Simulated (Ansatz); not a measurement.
## Response to strain in Cu

The reference is Cu in the fcc (Cu type) structure (space group Fm-3m, No. 225; relaxed with 0.1 eV smearing).

```yaml
crystal:
  lattice:
    - [0.00000, 1.75918, 1.75918]
    - [1.75918, 0.00000, 1.75918]
    - [1.75918, 1.75918, 0.00000]
  atoms:
    - { symbol: Cu, position: [0.00000, 0.00000, 0.00000] }
```

Strains are applied to the cell and any free atomic positions relax.

The values are results of LDA (Ansatz, an electronic-structure program; PAW; 420 eV plane waves; without spin-orbit coupling), not measurements.

Notes on the quantities. energy relative to the base: free energy F.

| variant | energy relative to the base | pressure | volume per atom |
|---|---|---|---|
| base | 0 meV/atom | 0.0 GPa | 10.89 Å³ |
| isotropic strain −3.00 % | +59 meV/atom | 21.6 GPa | 9.94 Å³ |
| isotropic strain −2.50 % | +40 meV/atom | 17.3 GPa | 10.09 Å³ |
| isotropic strain −2.00 % | +25 meV/atom | 13.3 GPa | 10.25 Å³ |
| isotropic strain −1.50 % | +14 meV/atom | 9.6 GPa | 10.41 Å³ |
| isotropic strain −1.00 % | +6.0 meV/atom | 6.1 GPa | 10.56 Å³ |
| isotropic strain +0.50 % | … | -2.7 GPa | 11.05 Å³ |
| isotropic strain +1.00 % | +5.6 meV/atom | -5.2 GPa | 11.22 Å³ |
| isotropic strain +1.50 % | +12 meV/atom | … | 11.39 Å³ |
| isotropic strain +2.00 % | +21 meV/atom | -9.7 GPa | 11.55 Å³ |

Some entries are withheld; estimate them.


- isotropic strain +0.50 %, energy relative to the base: +1.4 meV/atom
- isotropic strain +1.50 %, pressure: -7.5 GPa

Whether these cells are dynamically stable was not tested. All final runs are without spin polarisation.
